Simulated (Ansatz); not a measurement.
# InP, response to strain

Base system: InP in the zinc blende structure (space group F-43m, No. 216).

```
CELL_PARAMETERS angstrom
      0.00000     2.93922     2.93922
      2.93922     0.00000     2.93922
      2.93922     2.93922     0.00000
ATOMIC_POSITIONS crystal
  In 0.00000 0.00000 0.00000
  P  0.25000 0.25000 0.25000
```

Cartesian axes are those of the cell as printed.

Strains are applied to the cell and any free atomic positions relax.

All numbers come from PBEsol, PAW, 420 eV (Ansatz, a quantum-chemistry and plane-wave program; no spin-orbit coupling).

Candidates:
(a) tensor shear ε_xy = +1.14 %
(b) tensor shear ε_xy = +1.43 %
(c) tensor shear ε_xy = +0.86 %
(d) tensor shear ε_xy = +0.57 %
(e) tensor shear ε_xy = +2.00 %

Base values:

Band gap: 0.57 eV

Q: Order them by band gap, lowest first.

A: (e) tensor shear ε_xy = +2.00 % (0.41 eV), (b) tensor shear ε_xy = +1.43 % (0.46 eV), (a) tensor shear ε_xy = +1.14 % (0.48 eV), (c) tensor shear ε_xy = +0.86 % (0.51 eV), (d) tensor shear ε_xy = +0.57 % (0.53 eV)

Whether these cells are dynamically stable was not tested.
